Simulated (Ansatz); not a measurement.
# InAs, response to strain

Take InAs in the zinc blende structure (space group F-43m, No. 216; a = 6.1096 Å) as the base. Axes: x, y, z lie along the cube axes.

Strains are applied to the cell and any free atomic positions relax.

Computed with r2SCAN (Ansatz, a first-principles code), scalar-relativistic without spin-orbit coupling.

Notes on the quantities. pressure: mean of the normal stresses, compression positive; energy relative to the base: free energy F.

```tsv
variant	pressure	energy relative to the base	volume per atom
base	0.0 GPa	0 meV/atom	28.51 Å³
uniaxial strain ε_zz = +0.50 %	-0.3 GPa	+0.2 meV/atom	28.65 Å³
uniaxial strain ε_zz = +1.00 %	-0.6 GPa	[?]	28.79 Å³
uniaxial strain ε_zz = +1.50 %	-0.8 GPa	+1.6 meV/atom	28.93 Å³
uniaxial strain ε_zz = +2.00 %	-1.1 GPa	+2.9 meV/atom	29.08 Å³
uniaxial strain ε_zz = +2.50 %	[?]	[?]	29.22 Å³
uniaxial strain ε_zz = +3.00 %	-1.6 GPa	+6.4 meV/atom	29.36 Å³
```

Question: Fill in the withheld entries from the trend.

Answer: 
- uniaxial strain ε_zz = +1.00 %, energy relative to the base: +0.7 meV/atom
- uniaxial strain ε_zz = +2.50 %, pressure: -1.3 GPa
- uniaxial strain ε_zz = +2.50 %, energy relative to the base: +4.5 meV/atom

A case with no gap was solved on a k-mesh chosen for an insulator, which is coarse for it. Whether these cells are dynamically stable was not tested. All final runs are without spin polarisation.
